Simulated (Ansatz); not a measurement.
**A computed series for Mg2Si: pressure series**

Start from Mg₂Si (space group Fm-3m, No. 225; a = 6.364 Å).

Cell and atoms are relaxed at each pressure.

All numbers come from PBE in Ansatz (plane waves to 420 eV, PAW, no spin-orbit coupling), earlier PAW set.

| pressure (GPa) | volume per atom (Å³/atom) |
|---|---|
| -2 | 22.363 |
| -1 | 21.901 |
| 0 | 21.483 |
| 3 | 20.430 |
| 15 | 17.763 |
| 30 | 15.844 |
| 50 | 14.226 |
| 75 | ? |
| 100 | 11.922 |

Problem. Fit the third-order Birch–Murnaghan form P(V) = (3B₀/2)[(V₀/V)^(7/3) − (V₀/V)^(5/3)]·[1 + (3/4)(B₀′ − 4)((V₀/V)^(2/3) − 1)] (squares taken in P) to the rows shown and predict the withheld row.

Solution. Least squares on the printed values gives V₀ = 21.483 Å³/atom, B₀ = 54.9 GPa, B₀′ = 3.9; this predicts 12.879 Å³/atom, and the run gives 12.881 Å³/atom, 0.002 higher.

The mesh was chosen for an insulator and is coarse for the gapless case. Load acts through the strain it causes; cell and atoms are relaxed under it. Whether these cells are dynamically stable was not tested. Competing high-pressure phases were not computed. All final runs are without spin polarisation.

Ansatz is a program for electronic structure.
